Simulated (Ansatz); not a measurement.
**Response to strain in hypothetical CsCl type CoBi**

Take CoBi in the CsCl type structure (space group Pm-3m, No. 221; ferromagnetic; a hypothetical phase, not in the database extracts checked; relaxed with 0.1 eV smearing) as the base.

```
CELL_PARAMETERS angstrom
      3.30471     0.00000     0.00000
      0.00000     3.30471     0.00000
      0.00000     0.00000     3.30471
ATOMIC_POSITIONS crystal
  Co 0.00000 0.00000 0.00000
  Bi 0.50000 0.50000 0.50000
```

Cartesian axes are those of the cell as printed.

Strains are applied to the cell and any free atomic positions relax; under biaxial strain the out-of-plane vector relaxes too.

Level of theory: plane-wave PAW DFT at the PBEsol level (Ansatz, an electronic-structure program, 420 eV), spin-orbit coupling left out.

### Question
Only one of these ends up non-magnetic. Which?
A. biaxial strain −1.22 %, plane normal [001], relaxed out of plane
B. tensor shear ε_xz = −2.83 %
C. strain tensor (xx, yy, zz, yz, xz, xy) = (+0.26, +1.19, −0.92, +1.79, −1.02, +0.21) %
D. isotropic strain −5.61 %
E. biaxial strain +2.02 %, plane normal [001], relaxed out of plane

### Answer
D, isotropic strain −5.61 %. Computed: tensor shear ε_xz = −2.83 %: ferromagnetic; biaxial strain +2.02 %, plane normal [001], relaxed out of plane: ferromagnetic; biaxial strain −1.22 %, plane normal [001], relaxed out of plane: ferromagnetic; strain tensor (xx, yy, zz, yz, xz, xy) = (+0.26, +1.19, −0.92, +1.79, −1.02, +0.21) %: ferromagnetic; isotropic strain −5.61 %: non-magnetic

Other magnetic orders, which the real material may have, were not ruled out. No phonon test of stability was made. Starting moments died away, wholly or in part, for isotropic strain −5.61 %; another magnetic solution may exist.
